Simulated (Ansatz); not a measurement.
Start from TaSi2 (space group P6_222, No. 180; a = 4.804 Å, c = 6.604 Å). Axes: x lies along a and z along c of the hexagonal cell.

Level of theory: Kohn–Sham DFT with the PBE functional, run in Ansatz (a quantum-chemistry and plane-wave program) with PAW and 420 eV plane waves, no spin-orbit coupling, earlier PAW set.

Before the change:

The pressure is 0.0 GPa and the shortest interatomic distance is 2.568 Å.

Modification: uniaxial strain ε_zz = +3.12 %, all other strain components held at zero, atoms relaxed at fixed cell.

Q: Estimate the effect on the pressure.

A: The pressure (mean of the normal stresses, compression positive) goes from zero to -5.8 GPa.

Q: What does the calculation give for the shortest interatomic distance after the change?

A: The shortest interatomic distance goes up by 0.0625 Å to 2.631 Å.

Q: Estimate the effect on the energy relative to the base.

A: The energy rises by 19 meV/atom.

Without a gap, meshes like the base's 11×11×7 leave anisotropic stresses uncertain by several tenths of a GPa, and small strain energies with them. Whether these cells are dynamically stable was not tested. All final runs are without spin polarisation. An odd electron count without spin: TaSi2.
